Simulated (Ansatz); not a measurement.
We consider L1₂ (Cu3Au-type) Ni3Si, described by LDA (plane waves, PAW; Ansatz, a program for electronic structure).

Numerical settings: plane-wave cutoff 520 eV, 18×18×18 k mesh, Fermi–Dirac smearing 0.022 eV (set by the program), no spin polarisation, scalar-relativistic PAW data made under PBE.

Computed at the level's own relaxed cell.

Elastic tensor (GPa, Voigt notation, ions relaxed):

```
  374.8   201.6   201.6     0.0     0.0     0.0
  201.6   374.8   201.6     0.0     0.0     0.0
  201.6   201.6   374.8     0.0     0.0     0.0
    0.0     0.0     0.0   155.1     0.0     0.0
    0.0     0.0     0.0     0.0   155.1     0.0
    0.0     0.0     0.0     0.0     0.0   155.1
```

Worked from these constants: the tetragonal shear constant is C′ = (C11 − C12)/2 = 86.6 GPa against C44 = 155.1 GPa, so the tetragonal shear is the softer. The Zener ratio C44/C′ is 1.79 (1 for an isotropic solid), and the Cauchy pressure C12 − C44 is 46.5 GPa. With C11 + 2C12 = 778.0 GPa all three Born conditions hold; they don't test modes at the zone boundary.

Computed values are for the static lattice.
